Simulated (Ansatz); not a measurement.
Si (diamond structure), Σ9 (114) [1-10] symmetric tilt. One Ga atom replaces one Si atom in a bicrystal of 63 atoms (one solute to 63 Å² of one boundary, a high coverage); atoms relaxed, cell held. Energies count from the site farthest from both boundaries, which lies only 5.2 Å away; negative means that the solute is drawn to the site. The cell is neutral, and spin is allowed where the electrons are odd. k-points: Γ-centred 2×6×1 mesh; occupations: Fermi-Dirac, 0.050 eV; spin-polarised, moments started parallel. Scalar-relativistic, no spin-orbit coupling.

Sites tried, by distance from the nearest boundary plane (Å): 0.01, 0.26, 0.98, 1.94.

**Question.** Does Ga segregate by PBE in Ansatz (a program for electronic structure), and with what energy at each site?

**Answer.** 0.01 Å: -1.51 eV; 0.26 Å: -0.94 eV; 0.98 Å: -0.27 eV; 1.94 Å: -0.46 eV. The most favoured site tried binds it by 1.51 eV.
